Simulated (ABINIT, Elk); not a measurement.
An ABINIT input for a self-consistent single point of Rb (Im-3m, 1 atom in the cell) (DFT, PBE, plane waves, PAW (JTH v2.0 PBE PAW)):

```
# Rb, JTH v2.0 PBE PAW
pp_dirpath "./"
pseudos "Rb.GGA_PBE-JTH.xml"
acell 9.1078145073 9.1078145073 9.1078145073
rprim
        -0.5773502692    0.5773502692    0.5773502692
         0.5773502692   -0.5773502692    0.5773502692
         0.5773502692    0.5773502692   -0.5773502692
natom 1
ntypat 1
znucl 37
typat 1
xred    0.0000000000    0.0000000000    0.0000000000
ecut 20
pawecutdg 40
occopt 7
tsmear 0.272 eV
nband 10
kptopt 1
ngkpt 11 11 11
nshiftk 1
shiftk 0 0 0
nstep 50
tolvrs 1.0e-12
prtwf 0
prtden 0
enunit 2
```

Translate this input to Elk.

One input that does it (others would too):

```
tasks
  0

xctype
  20

rgkmax
  7.5

gmaxvr
  16.0

nxlo
  2

lorbcnd
  .true.

lmaxi
  3

stype
  0

swidth
  0.00999582

avec
   -5.2583991575    5.2583991575    5.2583991575
    5.2583991575   -5.2583991575    5.2583991575
    5.2583991575    5.2583991575   -5.2583991575

sppath
  'species/'

atoms
  1   : nspecies
  'Rb.in'   : spfname
  1   : natoms; atposl, bfcmt below
  0.0000000000  0.0000000000  0.0000000000    0.0 0.0 0.0

ngridk
  11 11 11
```

Basis settings and potentials, where a program has them, do not carry over. This input uses DFT, PBE, all-electron FP-LAPW, Elk's shipped species files, APW+lo basis with extra local orbitals.

The starting cell has typed, rounded lattice constants, without a prior relaxation at this level. Its lattice was rescaled by a random factor within 2.5 % of one.
